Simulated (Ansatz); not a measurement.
The parent structure is TaN in the rock salt structure (space group Fm-3m, No. 225; a = 4.375 Å).

Perturbation: full substitution N → Br; the structure is relaxed again.

Levels (all Ansatz, a first-principles code, PAW, earlier PAW set): PBEsol (420 eV, scalar-relativistic without spin-orbit coupling); r2SCAN (500 eV, scalar-relativistic without spin-orbit coupling).

The geometry is relaxed with PBEsol.

- PBEsol pressure: 0.0 GPa

With r2SCAN at the same geometry, the pressure goes from zero to 2.2 GPa.

Single points use the geometry relaxed with PBEsol. Their cutoffs differ, which shifts pressures a little. No phonon test of stability was made. As relaxed here, TaBr is a hypothetical phase, not in the database extracts checked. No Hubbard U is applied, and correlation can decide whether such a compound is a metal. The final runs are not spin-polarised. TaBr has a high density of states at the Fermi level and may be magnetic at this level. This is not the structure that TaN has at room temperature and ambient pressure.
